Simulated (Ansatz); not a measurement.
Base system: SiC in the zinc blende structure (space group F-43m, No. 216; a = 4.356 Å). Axes: x, y, z lie along the cube axes.

Modification: the symmetric strain tensor [-0.0119 0.0063 0.0001; 0.0063 -0.0049 -0.0039; 0.0001 -0.0039 -0.0205], atoms relaxed at fixed cell.

Levels (all Ansatz, an electronic-structure program, PAW): r2SCAN (500 eV, without spin-orbit coupling); HSE06+SOC (420 eV, noncollinear with spin-orbit coupling).

The geometry is relaxed with r2SCAN.

- r2SCAN band gap: 1.52 eV
- r2SCAN valence-band top at Γ: 0.00, -0.05, -0.19 eV

Question: Predict the band gap and valence-band top at Γ from HSE06+SOC.

Answer: The band gap rises by 0.52 eV (1.52 eV → 2.04 eV); the valence-band top at Γ (three highest Kramers pairs, from the VBM) changes from 0.00, -0.05, -0.19 eV to 0.00, -0.05, -0.18 eV.

Single points use the geometry relaxed with r2SCAN. HSE06 was sampled on its mesh, a few special points and the semilocal edge points, so its gap is an upper bound. The spin-orbit shifts are approximate. Stability against distortions was not tested.
